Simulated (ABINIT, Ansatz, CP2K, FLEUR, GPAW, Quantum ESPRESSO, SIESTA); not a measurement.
**PbO (P4/nmm, 4 atoms in the cell) computed with different codes at matched settings**

Self-consistent single point.

```yaml
crystal:
  lattice:
    - [3.98000, 0.00000, 0.00000]
    - [0.00000, 3.98000, 0.00000]
    - [0.00000, 0.00000, 5.02000]
  atoms:
    - { symbol: Pb, position: [0.50000, 0.00000, 0.76500] }
    - { symbol: Pb, position: [0.00000, 0.50000, 0.23500] }
    - { symbol: O, position: [0.50000, 0.50000, 0.00000] }
    - { symbol: O, position: [0.00000, 0.00000, 0.00000] }
```

All programs got the same cell, k-point mesh and kind of occupations (in Ansatz's words: kpoints.mp_grid.grid = 6 6 5; scf.occupations.method = fermi_dirac; scf.occupations.width = 0.05 eV); potentials, basis and cutoffs are each program's usual ones.

| code | model | pressure (GPa) | largest force (eV/Å) | gap on the mesh (eV) | k-points | cutoff |
|---|---|---|---|---|---|---|
| Ansatz | PBE, default PAW files | 4.34 | 0.432 | 1.258 | 30 | default |
| GPAW | PBE, GPAW PAW datasets PBE (gpaw-data 1.0.1) | – | 0.381 | 1.237 | 30 | 950 eV |
| Quantum ESPRESSO | PBE, GBRV 1.5 ultrasoft (PBE) pseudopotentials | 4.38 | 0.395 | 1.276 | 30 | 40 Ry |
| SIESTA | GGA PBE, numerical atomic orbitals DZP, PseudoDojo PBE standard norm-conserving potentials (rewritten from UPF to PSML) | 5.61 | 0.653 | 1.214 | 96 | grid 300 Ry |
| FLEUR | PBE, all-electron FLAPW (FLEUR), scalar-relativistic valence | – | – | 1.275 | 30 | Kmax 4.1 1/bohr |
| CP2K | PBE, GPW, DZVP-MOLOPT-SR-GTH basis, GTH-PBE potentials (GTH_POTENTIALS) | 5.35 | 0.422 | 1.154 | 92 | grid 450 Ry |
| ABINIT | PBE, norm-conserving pseudopotentials (PseudoDojo nc-sr-05 PBE standard) | 4.54 | 0.413 | 1.260 | 30 | 1143 eV |

A dash marks a value that a program does not give, or that is left out as unsure.

Gaps are read on the mesh.

The spread over the programs that give each value: pressure within 1.27 GPa; largest force within 0.272 eV/Å; gap on the mesh within 0.122 eV.

The starting cell has typed, rounded lattice constants, without a prior relaxation at this level. On Ansatz's run: Spin-orbit coupling is off. In the base run, with a pressure of about 5 GPa the cell is away from its equilibrium volume at this level.

Q: Why do the programs differ, and what cannot be compared?

A: Differences of this kind can come from the potentials, where these differ, and from what each basis and cutoff leave unconverged. The valence holds different numbers of electrons (Ansatz (a quantum-chemistry and plane-wave program) 40, GPAW 40, Quantum ESPRESSO 40, SIESTA 40, FLEUR 40, CP2K 20, ABINIT 40). The zero of total energies and Fermi levels follows the potentials and each program's conventions, so they are not compared here. SIESTA and CP2K use small atom-centred bases, whose incompleteness enters pressures, forces and empty levels differently from a plane-wave cutoff. FLEUR treats all electrons, but the usual bases taken here (sphere radii, linearisation, local orbitals, empty states) were not tested for convergence, so the values are no reference for the others. Ansatz's pressure is given at a fixed set of plane waves, as the other plane-wave codes print theirs; with its correction for the finite basis it is 4.65 GPa (the shift of 0.31 GPa shows how far the cutoff is from converged). The pressure of GPAW is left out: its cutoff lies under the one at which its stress was checked. The programs reduce the same mesh by symmetry to different extents, which changes the work and not the result. In the pressure, SIESTA (by 1.23) lies more than 1 GPa from the median of the plane-wave programs. In the force vectors, SIESTA (by 0.249) lies more than 0.08 eV/Å from the median of the plane-wave programs.

Keys are those of Ansatz 0.2.
